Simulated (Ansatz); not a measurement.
Take MgTe in the wurtzite structure (space group P6_3mc, No. 186) as the base.

```
MgTe
1.0
    4.60846     0.00000     0.00000
   -2.30423     3.99105     0.00000
    0.00000     0.00000     7.50071
Mg Te
2 2
Direct
  0.66667   0.33333   0.00081
  0.33333   0.66667   0.50081
  0.66667   0.33333   0.62439
  0.33333   0.66667   0.12439
```

Method: PBE, PAW, 420 eV (Ansatz, an electronic-structure program; no SOC).

Base values:

- Lattice parameter a: 4.608 Å

One thing is altered: cell and atoms relaxed at a pressure of 0.7 GPa.

### Question
Estimate the effect on the lattice parameter a.

### Answer
The lattice parameter a decreases by 0.030 Å to 4.578 Å.

Load acts through the strain it causes; cell and atoms are relaxed under it. Stability against distortions was not tested.
